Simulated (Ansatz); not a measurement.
End structure of H on the 1x1 (0001) surface of corundum (cut with top plane Al), one in a 1x1 cell, started at the site 'top O':

Host crystal: corundum, with a band gap (PBE, scalar-relativistic without spin-orbit coupling).

```
CELL_PARAMETERS angstrom
      4.80875     0.00000     0.00000
     -2.40438     4.16450     0.00000
      0.00000     0.00000    27.50000
ATOMIC_POSITIONS crystal
  Al 0.66667 0.33333 0.37743
  O  0.65631 0.68187 0.38078
  O  0.31813 0.97443 0.38078
  O  0.02557 0.34369 0.38078
  Al 0.00000 0.00000 0.41229
  Al 0.33333 0.66667 0.42276
  O  0.31288 0.31024 0.45957
  O  0.99736 0.68712 0.45957
  O  0.68976 0.00264 0.45957
  Al 0.66561 0.33166 0.49178
  Al 0.00226 0.00173 0.50854
  O  0.97090 0.33166 0.54046
  O  0.66542 0.64989 0.53959
  O  0.36457 0.02861 0.53987
  Al 0.32453 0.66149 0.57359
  Al 0.67595 0.35963 0.58671
  O  0.66416 0.00921 0.62338
  O  0.35205 0.36886 0.61774
  O  0.02810 0.68001 0.61687
  Al 0.04227 0.01877 0.64547
  H  0.51937 0.93959 0.65156
```

Model: 21-atom slab, 6.7 Å thick at the start under the adsorbate (thin: gaps and levels are the slab's own), 6x6x1 mesh, Fermi-Dirac 0.01 eV, dipole correction, 9 atoms held, the rest relaxed; no symmetry held; spin-polarised, ending with about 1.0 μB a cell; orders that need a larger cell were not tried, no spin-orbit, no U, no dispersion correction. At the end it is bonded to O. In PBE it is, or lies within 0.03 eV of, the lowest of the starts that converged.

A negative adsorption energy means that the adsorbate is more stable on the surface than in its reference.

### Question
Predict the change of the step from the bottom to the top vacuum level, against the clean slab from PBE (Ansatz, a program for electronic structure).

### Answer
0.90 eV

### Question
Estimate the adsorption energy against ½ H2(g) that PBE returns for this input.

### Answer
30.1 kcal/mol

### Question
Estimate the gap of the slab on its k-mesh that PBE returns for this input.

### Answer
0.76 eV

### Question
Give the highest filled level below the top vacuum level at the level PBE.

### Answer
4.51 eV
